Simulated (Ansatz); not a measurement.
We consider L1₂ (Cu3Au-type) Ni₃Fe, described by BLYP in Ansatz (plane waves, PAW).

Numerical settings: plane-wave cutoff 520 eV, 16×16×16 k mesh, Fermi–Dirac smearing 0.05 eV, spin-polarised with parallel moments, scalar-relativistic PAW data made under PBE.

Cell (relaxed at this level):

```xyz
4
Lattice="3.5998 0.0000 0.0000 0.0000 3.5998 0.0000 0.0000 0.0000 3.5998" Properties=species:S:1:pos:R:3 pbc="T T T"
Fe     0.0000     0.0000     0.0000
Ni     0.0000     1.7999     1.7999
Ni     1.7999     0.0000     1.7999
Ni     1.7999     1.7999     0.0000
```
Starting moments (μB, in the order of the record's atoms Fe Ni Ni Ni): 3.0 0.7 0.7 0.7.

Q: Predict the bulk modulus B0, magnetic moment (largest site, within a sphere) and pressure derivative B′ of the bulk modulus.

A: 
- bulk modulus B0: 169 GPa
- magnetic moment (largest site, within a sphere): 2.92 μB
- pressure derivative B′ of the bulk modulus: 4.8

The run finds no gap.

Moments are spin moments.

The computed numbers hold no vibrational or temperature effects.

Computing time: about 10 core-minutes (a rough figure).

Ansatz is a program for electronic structure.
